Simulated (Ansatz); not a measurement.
Related cells compared by their band gap.

Cell A: SiC (3C, zinc blende, F-43m), 2 atoms in the cell, k-point mesh 14×14×14 on the run's own vectors.
CSi is taken in the cubic space group F-43m (No. 216), the zinc blende structure, Pearson symbol cF8. Cell: a = 4.380 Å, b = 4.380 Å, c = 4.380 Å, α = 90.00°, β = 90.00°, γ = 90.00°. Si on 4c has 4 C at 1.896 Å (tetrahedral). C on 4a is coordinated by 4 Si at 1.896 Å (tetrahedral). (Neighbours: up to the widest gap in distance over summed covalent radii, below 1.35, at either atom.)
(The calculation used a cell of 2 atoms; values per cell refer to that cell.)

Cell B: SiC (6H, P6₃mc), 12 atoms in the cell, k-point mesh 12×12×4 on the run's own vectors.
CSi is taken in the hexagonal space group P6₃mc (No. 186), Pearson symbol hP12. Cell: a = 3.0948 Å, b = 3.0948 Å, c = 15.1858 Å, α = 90.00°, β = 90.00°, γ = 120.00°. Si1 on 2b sees 4 C at 1.894–1.898 Å (tetrahedral). Si2 on 2b has 4 C at 1.895–1.898 Å (tetrahedral). Si3 on 2a has 4 C at 1.896–1.904 Å (tetrahedral). C1 on 2a sees 4 Si at 1.894–1.904 Å (tetrahedral). C2 on 2b is coordinated by 4 Si at 1.895–1.898 Å (tetrahedral). C3 on 2b sees 4 Si at 1.896 Å (tetrahedral). (Neighbours: up to the widest gap in distance over summed covalent radii, below 1.35, at either atom.)

Cell C: SiC (4H, P6₃mc), 8 atoms in the cell, k-point mesh 12×12×4 on the run's own vectors.
```
CSi
1.0
    3.09410     0.00000     0.00000
   -1.54705     2.67957     0.00000
    0.00000     0.00000    10.12926
Si C
4 4
Direct
  0.66667   0.33333   0.93784
  0.33333   0.66667   0.43784
  0.00000   0.00000   0.68790
  0.00000   0.00000   0.18790
  0.66667   0.33333   0.74981
  0.33333   0.66667   0.24981
  0.00000   0.00000   0.50045
  0.00000   0.00000   0.00045
```

Cell D: SiC (2H, wurtzite, P6₃mc), 4 atoms in the cell, k-point mesh 12×12×8 on the run's own vectors.
```yaml
crystal:
  lattice:
    - [3.09191, 0.00000, 0.00000]
    - [-1.54595, 2.67767, 0.00000]
    - [0.00000, 0.00000, 5.07424]
  atoms:
    - { symbol: Si, position: [0.33333, 0.66667, 0.49958] }
    - { symbol: Si, position: [0.66667, 0.33333, 0.99958] }
    - { symbol: C, position: [0.33333, 0.66667, 0.87542] }
    - { symbol: C, position: [0.66667, 0.33333, 0.37542] }
```

Plane-wave PAW calculations with Ansatz (a quantum-chemistry and plane-wave program), its PAW set soft_1, cutoff 420 eV, 500 eV for r2SCAN. The structures are at rest with PBE; other levels are single points on them. Neutral cells; Fermi-Dirac smearing of at most 0.05 eV in the solids, energies taken to zero width. The lattices are those relaxed with PBE, so at other levels the solids can be strained, which adds to the spread. The structures are the rest points that the relaxations reached, not proven lowest. A dispersion term ran beside these levels; it doesn't touch the electrons. Gaps are highest filled to lowest empty Kohn-Sham level on the run's k-point mesh, states of defects and surfaces included; edges off the mesh make the true gap smaller, and under 0.08 eV counts as none.

Task: What does PBE give for the band gap of each cell (eV)?

Result: 
```json
[
 {"cell": "A", "PBE": "1.37 (indirect)"},
 {"cell": "B", "PBE": "2.03 (indirect)"},
 {"cell": "C", "PBE": "2.22 (indirect)"},
 {"cell": "D", "PBE": "2.31 (indirect)"}
]
```

With PBE the value is lowest for A and highest for D.

Task: Does the picture change with the functional?

Result: 
```
system           r2SCAN
------  ---------------
A       1.72 (indirect)
B       2.39 (indirect)
C       2.59 (indirect)
D       2.68 (indirect)
```

With r2SCAN the value is lowest for A and highest for D.
